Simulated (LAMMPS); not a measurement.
LAMMPS 22 Jul 2025, classical MD, EAM (NiAlH_jea.eam.alloy): NiAl, 1458 atoms.

- task = MD, nve
- potential = EAM, NiAlH_jea.eam.alloy
- copies of the repeat unit = 9×9×9
- shape (slab and sphere leave vacuum in the box) = bulk
- neighbor skin = 2 Å
- neigh_modify = every 1 delay 0 check yes
- newton = on (default)
- atom_modify sort (bins of 2 Å where set) = 1000 (default)
- comm_style = brick (default)
- box = 26.0 × 26.0 × 26.0 Å
- start = generated B2 lattice, warmed in an untimed run

All runs start from one configuration, warmed at this fixed volume for 1000 steps under a thermostat at 1200 K. The run at the shortest step has a mean temperature of 1190 K and a mean pressure of 4.4 GPa.

Each run covers about 2.0 ps at constant energy (mean temperature 1190 K at the shortest step); σ is the standard deviation over the printed steps. Each setting ran once; only counts and results are compared.

Steps tried: 0.5 fs, 1 fs, 2 fs, 2.5 fs, 4 fs, 5 fs, 8 fs, 10 fs, 16 fs, 20 fs, 32 fs.

Task: Up to which step does the ratio σ(E total)/σ(E kinetic) stay under 5 %, and what happens beyond?

Result: 5 fs. The run fails or blows up at 20 fs, 32 fs.

```csv
time step,σ(E total)/σ(E kinetic),last minus first total energy (meV/atom),mean temperature (K)
0.5 fs,0.00023,under 0.001,1190
1 fs,0.00094,under 0.001,1190
2 fs,0.0038,+0.0065,1190
2.5 fs,0.0059,+0.014,1190
4 fs,0.016,+0.056,1180
5 fs,0.025,+0.025,1180
8 fs,0.068,+0.44,1160
10 fs,0.11,+1.1,1150
16 fs,2.3,+97,1210
20 fs,stops: Lost atoms,—,—
32 fs,stops: Lost atoms,—,—
```

The bar is a choice.
